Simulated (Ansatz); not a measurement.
One pseudomorphic plane of X on fcc Al (111), continuing the host's stacking (six planes of the host, 1x1 cell of 7.07 Å², clean work function 4.03 eV). ΔE counts an X atom from its bulk element. E_seg is the energy of the plane on top less that of the same plane lying second, under one plane of the host, at equal numbers of atoms (made equal with bulk Al); a negative value keeps X outside. χ is Pauling's electronegativity. These are constructed structures, held to the host's lattice; rows with a moment ran spin-polarised from parallel moments in the plane, the only order that a 1x1 cell holds, and a change of moment is part of their E_seg.

These are PBE (plane waves to 420 eV, PAW; Ansatz, a quantum-chemistry and plane-wave program) values and carry that method's errors.

```
X      χ  ΔE (eV)  Δφ (eV)  E_seg (eV)  moment of the cell, X on top / second (μB)
--  ----  -------  -------  ----------  ------------------------------------------
Hf  1.30     0.63     0.78        0.64                                           –
Mg  1.31     0.05    -0.38       -0.12                                           –
Zr  1.33     0.45     0.78        0.52                                           –
Ti  1.54     0.39     0.51        0.81                                           –
Mn  1.55     0.63    -0.03        0.72                                   3.7 / 2.5
Nb  1.60     0.65     1.19        0.80                                           –
Zn  1.65    -0.05     0.12       -0.10                                           –
In  1.78     0.31    -0.26       -0.37                                           –
Ga  1.81    -0.12     0.07       -0.18                                           –
Co  1.88     0.59     0.57        1.02                                   1.1 / 0.5
Cu  1.90     0.11     0.54        0.26                                           –
Pd  2.20    -0.82     0.58        0.48                                           –
Rh  2.28    -0.53     0.63        0.83                                           –
W   2.36     1.15     1.51        0.94                                           –
```

No prediction is posed: with one row set aside, none of the pairs tried (Δφ and E_seg against χ, E_seg against ΔE) correlates at 0.6.

Work function. Over these 14 rows Δφ correlates with χ at r = 0.36. It runs from -0.38 eV (Mg) to 1.51 eV (W), that is from 3.65 to 5.54 eV in all.

Place. E_seg is below −0.05 eV, so that the full plane is lower on top, for Mg, Zn, In, Ga; above 0.05 eV, so that it is lower under one plane of the host, for Hf, Zr, Ti, Mn, Nb, Co, Cu, Pd, Rh, W.

ΔE is negative for Zn, Ga, Pd, Rh: there the strained plane on this host is lower than the bare face and X's own bulk. Alloying within the plane, relief of strain and larger cells were not tried.

Left out: 16 runs of this family that did not converge or found no flat vacuum level.
